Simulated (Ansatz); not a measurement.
Start from Sb (space group R-3m, No. 166; relaxed with 0.1 eV smearing).

```
Sb
1.0
    2.13290     1.23143     3.56619
   -2.13290     1.23143     3.56619
    0.00000    -2.46286     3.56619
Sb
2
Cartesian
  0.00000   0.00000   2.56335
  0.00000   0.00000   8.13522
```

Cartesian axes are those of the cell as printed.

The values are results of PBEsol-D3(BJ) (Ansatz, an electronic-structure program; PAW; 420 eV plane waves; without spin-orbit coupling), earlier PAW set, not measurements.

The change: the cell is stretched by 1.21 % along y with no lateral relaxation, atoms relaxed at fixed cell.

What happens to the stress?

The stress (xx, yy, zz, yz, xz, xy; compression positive) amounts to (-0.3, -1.2, -0.4, -0.4, 0.0, 0.0) GPa.

The cells carry an imposed strain or load. Stability against distortions was not tested.
